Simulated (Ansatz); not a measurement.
Consider ZrN in the rock salt structure (space group Fm-3m, No. 225; a = 4.596 Å; relaxed with 0.1 eV smearing).

All numbers come from PBE (Ansatz, a quantum-chemistry and plane-wave program), scalar-relativistic without spin-orbit coupling, earlier PAW set.

For the base:

Pressure: 0.0 GPa

Now apply this change: the cell is scaled by 1.0147 in all directions, atoms relaxed at fixed cell.

Task: What happens to the pressure?

Result: The pressure goes from zero to -9.9 GPa.

Task: Predict the new energy relative to the base.

Result: The energy goes up by 17 meV/atom.

The cells carry an imposed strain or load. Whether these cells are dynamically stable was not tested. All final runs are without spin polarisation. An odd electron count without spin: ZrN.
